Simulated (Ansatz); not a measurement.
System: interstitial O in alpha Ga2O3 (charge state -2). The step: a concerted move, in which O travels most; the atom moves 1.17 Å along (0.24, 0.02, -0.02) of the unit cell; the moving atom starts with neighbours Ga at 1.98, 2 Ga at 1.99, Ga at 2.04; O at 2.27, O at 2.32, O at 2.43, O at 2.51 Å and ends with Ga at 1.98, 2 Ga at 1.99, Ga at 2.04; O at 2.27, O at 2.32, O at 2.43, O at 2.51 Å. DFT values are from Ansatz (plane-wave PAW, 420 eV unless said) in a cell of 120 host sites, spin-restricted, static, with no finite-size correction. The host's phase is taken as given; its stability against other phases was not computed. The charge state is imposed; whether it is stable for some Fermi level was not computed. Sites that were not tried may lie lower. For the PBE band: the program found a first-order saddle point.

```tsv
Level	Forward barrier (eV)	Cost of the band or of the saddle's single point
CHGNet universal potential (has no charge state), its own band	0.41	-
PBE, the Γ point alone, band relaxed	0.56	roughly 50 core-minutes
PBE, a 2×2×2 k-point mesh shifted by half a step along c, same geometries	0.55	about 7 core-minutes (a rough figure)
r2SCAN at 500 eV, the Γ point alone, same geometries	0.59	about 110 core-seconds (a rough figure)
```

Ansatz is a program for electronic structure.
